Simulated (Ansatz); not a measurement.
This concerns the formation energy of Cl_Cu in Cu (fcc, Fm-3m). Reaction: 63 Cu (fcc) + 1/2 Cl2 (gas) → cell A.

Cell A: a supercell of 64 sites of Cu (fcc, Fm-3m) with Cl on a Cu site (12 Cu at 2.63–2.65 Å); spin state with PBE: run without spin, k-point mesh 5×5×5.
```yaml
crystal:
  lattice:
    - [10.26676, 0.00000, 0.00000]
    - [5.13338, 8.89128, 0.00000]
    - [5.13338, 2.96376, 8.38278]
  atoms:
    - { symbol: Cu, position: [0.99984, 0.00016, 0.00016] }
    - { symbol: Cu, position: [0.99987, 0.00013, 0.24946] }
    - { symbol: Cu, position: [0.99984, 0.00016, 0.50015] }
    - { symbol: Cu, position: [0.99987, 0.00013, 0.75082] }
    - { symbol: Cu, position: [0.99987, 0.24946, 0.00013] }
    - { symbol: Cu, position: [0.00065, 0.24965, 0.24965] }
    - { symbol: Cu, position: [0.00068, 0.24963, 0.50032] }
    - { symbol: Cu, position: [0.99987, 0.24945, 0.75081] }
    - { symbol: Cu, position: [0.99984, 0.50015, 0.00016] }
    - { symbol: Cu, position: [0.00068, 0.50032, 0.24963] }
    - { symbol: Cu, position: [0.99986, 0.50014, 0.50014] }
    - { symbol: Cu, position: [0.99901, 0.49995, 0.75066] }
    - { symbol: Cu, position: [0.99987, 0.75082, 0.00013] }
    - { symbol: Cu, position: [0.99987, 0.75081, 0.24945] }
    - { symbol: Cu, position: [0.99901, 0.75066, 0.49995] }
    - { symbol: Cu, position: [0.99900, 0.75066, 0.75066] }
    - { symbol: Cu, position: [0.24919, 0.00013, 0.00013] }
    - { symbol: Cu, position: [0.24934, 0.00099, 0.24961] }
    - { symbol: Cu, position: [0.24934, 0.00100, 0.50031] }
    - { symbol: Cu, position: [0.24918, 0.00013, 0.75082] }
    - { symbol: Cu, position: [0.24934, 0.24961, 0.00099] }
    - { symbol: Cu, position: [0.24985, 0.25015, 0.25015] }
    - { symbol: Cu, position: [0.24937, 0.24963, 0.50032] }
    - { symbol: Cu, position: [0.24922, 0.24945, 0.75078] }
    - { symbol: Cu, position: [0.24934, 0.50031, 0.00100] }
    - { symbol: Cu, position: [0.24937, 0.50032, 0.24963] }
    - { symbol: Cu, position: [0.24261, 0.50011, 0.50011] }
    - { symbol: Cu, position: [0.24248, 0.50009, 0.75752] }
    - { symbol: Cu, position: [0.24918, 0.75082, 0.00013] }
    - { symbol: Cu, position: [0.24922, 0.75078, 0.24945] }
    - { symbol: Cu, position: [0.24248, 0.75752, 0.50009] }
    - { symbol: Cu, position: [0.24917, 0.75083, 0.75083] }
    - { symbol: Cu, position: [0.49986, 0.00014, 0.00014] }
    - { symbol: Cu, position: [0.50005, 0.00099, 0.24961] }
    - { symbol: Cu, position: [0.49985, 0.00016, 0.50015] }
    - { symbol: Cu, position: [0.49968, 0.99932, 0.75063] }
    - { symbol: Cu, position: [0.50005, 0.24961, 0.00099] }
    - { symbol: Cu, position: [0.50005, 0.24965, 0.24965] }
    - { symbol: Cu, position: [0.49990, 0.24298, 0.50010] }
    - { symbol: Cu, position: [0.49989, 0.24282, 0.75739] }
    - { symbol: Cu, position: [0.49985, 0.50015, 0.00016] }
    - { symbol: Cu, position: [0.49990, 0.50010, 0.24298] }
    - { symbol: Cu, position: [0.49991, 0.50009, 0.75752] }
    - { symbol: Cu, position: [0.49968, 0.75063, 0.99932] }
    - { symbol: Cu, position: [0.49989, 0.75739, 0.24282] }
    - { symbol: Cu, position: [0.49991, 0.75752, 0.50009] }
    - { symbol: Cu, position: [0.49969, 0.75066, 0.75066] }
    - { symbol: Cu, position: [0.75055, 0.00013, 0.00013] }
    - { symbol: Cu, position: [0.75054, 0.00013, 0.24946] }
    - { symbol: Cu, position: [0.75035, 0.99935, 0.49995] }
    - { symbol: Cu, position: [0.75037, 0.99932, 0.75063] }
    - { symbol: Cu, position: [0.75054, 0.24946, 0.00013] }
    - { symbol: Cu, position: [0.75048, 0.24952, 0.24952] }
    - { symbol: Cu, position: [0.75702, 0.24298, 0.50010] }
    - { symbol: Cu, position: [0.75055, 0.24945, 0.75078] }
    - { symbol: Cu, position: [0.75035, 0.49995, 0.99935] }
    - { symbol: Cu, position: [0.75702, 0.50010, 0.24298] }
    - { symbol: Cu, position: [0.75718, 0.50011, 0.50011] }
    - { symbol: Cu, position: [0.75039, 0.49995, 0.75066] }
    - { symbol: Cu, position: [0.75037, 0.75063, 0.99932] }
    - { symbol: Cu, position: [0.75055, 0.75078, 0.24945] }
    - { symbol: Cu, position: [0.75039, 0.75066, 0.49995] }
    - { symbol: Cu, position: [0.74985, 0.75015, 0.75015] }
    - { symbol: Cl, position: [0.49902, 0.50098, 0.50098] }
```

Reference: Cu (fcc, Fm-3m), 64 atoms in the cell, the relaxed perfect crystal repeated, atoms not moved again; spin state with PBE: run without spin, k-point mesh 5×5×5 on the run's own vectors.

Reference: an isolated Cl2 molecule (singlet) in a box of 11 × 11 × 14 Å.

Computed with Ansatz (plane waves, PAW), its default PAW set, cutoff 420 eV. The structures are at rest with PBE, within the held lattices. Neutral cells; Fermi-Dirac smearing of at most 0.10 eV in the solids, energies taken to zero width. Larger cells are relaxed from a start prepared with the learned potential CHGNet, on a coarser mesh till forces fall under 0.03 eV/Å, which some starts already meet. A dispersion term (D3(BJ), or D4 for r2SCAN) was computed beside these levels and is taken off wherever the name lacks it. Static lattices, no vibrational contributions. No structure search was made; lower ones may exist. No Hubbard U is applied. Values are for these cell sizes. Mesh and cell size may move defect energies by 0.1 eV or more. Cell A has symmetry I4mm within 0.02 Å and got no random move, so less symmetric positions, which may lie lower, weren't tried.

**Question.** What is the computed value (PBE)?

**Answer.** 1.67 eV, for 63 Cu (fcc) + 1/2 Cl2 (gas) → cell A.

Ansatz is a quantum-chemistry and plane-wave program.
